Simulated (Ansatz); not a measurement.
The reference is HgSe in the zinc blende structure (space group F-43m, No. 216).

```
HgSe
1.0
    0.00000     3.06660     3.06660
    3.06660     0.00000     3.06660
    3.06660     3.06660     0.00000
Se Hg
1 1
Direct
  0.25000   0.25000   0.25000
  0.00000   0.00000   0.00000
```

Cartesian axes are those of the cell as printed.

Calculations: Ansatz (an electronic-structure program) PBEsol, no spin-orbit coupling, earlier PAW set.

Strains are applied to the cell and any free atomic positions relax; under biaxial strain the out-of-plane vector relaxes too.

One change was made to it. Results:

| quantity | base | after |
|---|---|---|
| energy relative to the base (free energy F) | 0 meV/atom | +4.6 meV/atom |
| pressure (mean of the normal stresses, compression positive) | 0.0 GPa | -0.2 GPa |

**Question.** Which change produced these results?
(A) strain tensor (xx, yy, zz, yz, xz, xy) = (+0.20, +0.06, +0.05, −0.98, −0.75, −2.05) %
(B) tensor shear ε_yz = +1.38 %
(C) uniaxial strain ε_zz = +0.62 %
(D) uniaxial strain ε_yy = −2.13 %
(E) biaxial strain −0.96 %, plane normal [111], relaxed out of plane

**Answer.** A, strain tensor (xx, yy, zz, yz, xz, xy) = (+0.20, +0.06, +0.05, −0.98, −0.75, −2.05) %. For comparison, the energy relative to the base in the other runs: uniaxial strain ε_zz = +0.62 % gives +0.2 meV/atom; tensor shear ε_yz = +1.38 % gives +1.5 meV/atom; biaxial strain −0.96 %, plane normal [111], relaxed out of plane gives +1.4 meV/atom; uniaxial strain ε_yy = −2.13 % gives +2.5 meV/atom.

A case with no gap was solved on a k-mesh chosen for an insulator, which is coarse for it. Stability against distortions was not tested. The final runs are not spin-polarised.
